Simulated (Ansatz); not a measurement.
## What isotropic strain +2.68 % does to PbAu2

Base system: PbAu2 in the cubic Laves (MgCu2 type) structure (space group Fd-3m, No. 227; a = 7.953 Å).

Modification: the cell is scaled by 1.0268 in all directions; the atoms relax in the strained cell.

Calculations: PBEsol, PAW, 420 eV (Ansatz, an electronic-structure program; no spin-orbit coupling). Γ-centred 10×10×10 mesh, Fermi–Dirac width 0.05 eV.

* **Volume per atom**: 22.69 Å³ (base 20.96 Å³)
* **Space group**: Fd-3m (No. 227) (base Fd-3m (No. 227))
* **Shortest interatomic distance**: 2.887 Å (base 2.812 Å)
* **Energy relative to the base (free energy F)**: +40 meV/atom
* **Pressure**: -6.7 GPa (base 0.0 GPa)
* **Band gap**: zero (base zero)

Cost of the whole job for the changed cell (relaxation, final SCF and bands): roughly 40 core-seconds.

Spin-orbit coupling, missing from the scalar runs, can matter with Au and Pb. No phonon test of stability was made.
